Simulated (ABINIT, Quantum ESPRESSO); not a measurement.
An ABINIT input for a self-consistent single point of SiS₂ (Ibam, 6 atoms in the cell) (DFT, PBE, plane waves, norm-conserving pseudopotentials (PseudoDojo nc-sr-05 PBE standard)):

```
# SiS2, PseudoDojo nc-sr-05 PBE standard
pp_dirpath "./"
pseudos "Si.upf, S.upf"
acell 12.2353867746 12.2353867746 12.2353867746
rprim
        -0.4541119308    0.7756988627    0.4382620548
         0.4541119308   -0.7756988627    0.4382620548
         0.4541119308    0.7756988627   -0.4382620548
natom 6
ntypat 2
znucl 14 16
typat 1 1 2 2 2 2
xcart
        -0.0000000000    0.0000000000    4.2564150000
        -0.0000000000    0.0000000000    1.4188050000
         1.7556719290    3.8647429560    2.8376100000
         1.1845610710    1.1576650440   -0.0000000000
         1.7556719290    6.1800730440    0.0000000000
         1.1845610710   -1.1576650440    2.8376100000
      Angstrom
ecut 56 Ry
ixc 11
occopt 3
tsmear 0.00073499
nband 22
kptopt 1
ngkpt 6 6 6
nshiftk 1
shiftk 0 0 0
nstep 100
tolvrs 1.0e-11
prtwf 0
prtden 0
enunit 1
```

Task: Write the same calculation as an input for Quantum ESPRESSO.

Result: One input that does it (others would too):

```fortran
&control
    calculation = 'scf'
    outdir = './tmp/'
    pseudo_dir = './'
    tprnfor = .true.
    tstress = .true.
/
&system
    ibrav = 11
    celldm(1) = 11.11247023
    celldm(2) = 1.7081666657
    celldm(3) = 0.9650969838
    nat = 6
    ntyp = 2
    ecutwfc = 60
    occupations = 'smearing'
    smearing = 'fd'
    degauss = 0.00147
/
&electrons
    conv_thr = 1.0d-10
    mixing_beta = 0.7
/
ATOMIC_SPECIES
Si    28.0850  Si.upf
S     32.0600  S.upf
ATOMIC_POSITIONS bohr
Si    0.00000000    0.00000000    8.04345862
Si    0.00000000    0.00000000    2.68115287
S    -3.31773911   -7.30330573    5.36230575
S    -2.23849600   -2.18766988    0.00000000
S    -3.31773911  -11.67864548    0.00000000
S    -2.23849600    2.18766988    5.36230575
K_POINTS automatic
6 6 6  0 0 0
```

Basis settings and potentials, where a program has them, do not carry over. This input uses DFT, PBE, plane waves, PseudoDojo standard norm-conserving (PBE) pseudopotentials.

The starting cell comes from a database of computed structures (which also holds hypothetical and non-ambient phases and stackings), without a prior relaxation at this level. Its lattice was rescaled by a random factor within 2.5 % of one.
